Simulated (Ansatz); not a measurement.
Take TiAl$_{2}$ (space group I4_1/amd, No. 141; a = 3.935 Å, c = 24.112 Å; a cell from a computed database, its experimental status unchecked) as the base.

All numbers come from PBEsol (Ansatz, a first-principles code), no SOC.

One change was made to it. Results:

```csv
quantity,base,after
lattice parameter a,3.935 Å,3.931 Å
c/a ratio,6.128,6.128
band gap,zero,zero
```

Problem. What was done to the base?
A. pressure 5 GPa
B. pressure 0.3 GPa
C. pressure 1.5 GPa
D. pressure 3 GPa
E. pressure −2 GPa

Solution. B, pressure 0.3 GPa. For comparison, the lattice parameter a in the other runs: pressure −2 GPa gives 3.959 Å; pressure 3 GPa gives 3.902 Å; pressure 5 GPa gives 3.882 Å; pressure 1.5 GPa gives 3.918 Å.

Load acts through the strain it causes; cell and atoms are relaxed under it. Stability against distortions was not tested. No other phases were tried under pressure. All final runs are without spin polarisation.
